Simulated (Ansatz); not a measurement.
For ZrMo$_{2}$ (Fd-3m), PBEsol, DFPT electron-phonon coupling, linearised Boltzmann equation in Ansatz (a program for electronic structure) gives a transport coupling λ_tr = 0.296 and a Drude plasma energy ħω_p = 5.08 eV.

Estimate the resistivity at 300 K from the high-temperature formula ρ = 2π λ_tr k_B T / (ħ ε₀ ω_p²), and say how the full Boltzmann solution compares.

The scattering rate is 1/τ = 2π λ_tr k_B T/ħ = 7.30e13 s⁻¹ and ω_p = 7.72e15 s⁻¹, so ρ ≈ 13.9 μΩ·cm. The Boltzmann solution gives 12.9 μΩ·cm, 0.93 times the estimate.

A metal at this level (no band gap). Only scattering by harmonic phonons is included (no impurities, grain boundaries, electron-electron scattering or thermal expansion). Spin-orbit coupling is left out. Halving the electron mesh (20x20x20) moves the resistivity by up to 2 % at 300 K, the coupling by up to 1 %. Smearing 0.20 eV; phonons on a 3x3x3 q mesh, which this run doesn't test.

Formula and space group known from diffraction (Crystallography Open Database), not checked to be the room-temperature form: ZrMo2 (Fd-3m).
